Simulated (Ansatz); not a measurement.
Base system: BaTiO₃ in the cubic perovskite structure (space group Pm-3m, No. 221).

```
CELL_PARAMETERS angstrom
      3.99403     0.00000     0.00000
      0.00000     3.99403     0.00000
      0.00000     0.00000     3.99403
ATOMIC_POSITIONS crystal
  Ba 0.00000 0.00000 0.00000
  Ti 0.50000 0.50000 0.50000
  O  0.00000 0.50000 0.50000
  O  0.50000 0.50000 0.00000
  O  0.50000 0.00000 0.50000
```

Cartesian axes are those of the cell as printed.

All numbers come from r2SCAN in Ansatz (plane waves to 500 eV, PAW, no spin-orbit coupling).

Base values:

The band gap is 2.17 eV and the pressure is 0.00 GPa.

It is then changed as follows: strain tensor (xx, yy, zz, yz, xz, xy) = (−0.75, +0.07, −0.87, +0.13, −0.33, −0.66) %; the atoms relax in the strained cell.

### Question
What does the calculation give for the band gap, energy relative to the base and pressure after the change?

### Answer
The band gap remains 2.17 eV; the energy increases by 3.4 meV/atom; the pressure (mean of the normal stresses, compression positive) goes from zero to 2.96 GPa.

Stability against distortions was not tested. The final runs are not spin-polarised. Many cubic perovskites are stable only at high temperature; tilts and polar distortions were not tested. This is not the structure that BaTiO3 has at room temperature and ambient pressure.

Ansatz is a first-principles code.
